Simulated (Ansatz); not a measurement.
Structures of equal composition on the (111)B surface of 3C silicon carbide (C plane on top): 2x2 Si adatom at H3; 2x2 Si adatom at T1; 2x2 Si adatom at T4. The slabs share one bottom face, and each structure is named by its start. These are constructed structures in small cells; real faces may alloy, dewet or reconstruct in larger ones, and not all known structures of the face are among them. Slabs of about 11 Å with all that they carry, Fermi-Dirac smearing of 0.025 eV. Bottom of the slabs: H caps. Relaxed from the named starts with such symmetry as they have, on meshes of like density; energies extrapolated to zero smearing; no spin-orbit coupling, no U. Spin-polarised runs, if any, are marked in brackets, and their order is one that fits the cell; the others ran without spin. Where a second, spin-polarised start was run, the lower counts.

Host crystal: 3C silicon carbide, with a band gap (PBE, scalar-relativistic without spin-orbit coupling).

Calculation: r2SCAN, at the PBE geometry (plane waves to 500 eV, PAW; Ansatz, a quantum-chemistry and plane-wave program).

Q: Put the candidates in order of energy per 1x1 cell, lowest first, for r2SCAN, at the PBE geometry.

A: 2x2 Si adatom at H3 (0.000 eV), 2x2 Si adatom at T4 (0.339 eV, a narrow gap of 0.06 eV by band count), 2x2 Si adatom at T1 (0.730 eV, no gap over 0.04 eV on the mesh)
